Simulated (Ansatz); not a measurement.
Start from WS2 (space group P6_3/mmc, No. 194; a = 3.1541 Å, c = 12.1408 Å; layered, stacked along the Cartesian z axis). Axes: x lies along a and z along c of the hexagonal cell.

Method: PBE-D3(BJ) (Ansatz, a first-principles code), no SOC.

Base values:

Band gap: 0.88 eV
Width of the top valence band: 1.88 eV

Perturbation: biaxial strain +1.20 %, plane normal [001], relaxed out of plane (Cartesian); in-plane vectors clamped, the third vector and the atoms free.

Q: What does the calculation give for the band gap, width of the top valence band, in-plane stress and ratio −ε⊥/ε∥ after the change?

A: The band gap drops by 0.01 eV, from 0.88 eV to 0.87 eV; the width of the top valence band goes up by 0.02 eV, from 1.88 eV to 1.90 eV; the mean in-plane stress (compression positive) comes out as -3.5 GPa; the ratio −ε⊥/ε∥ amounts to 0.32.

Spin-orbit coupling, missing from the scalar runs, can matter with W. Stability against distortions was not tested.
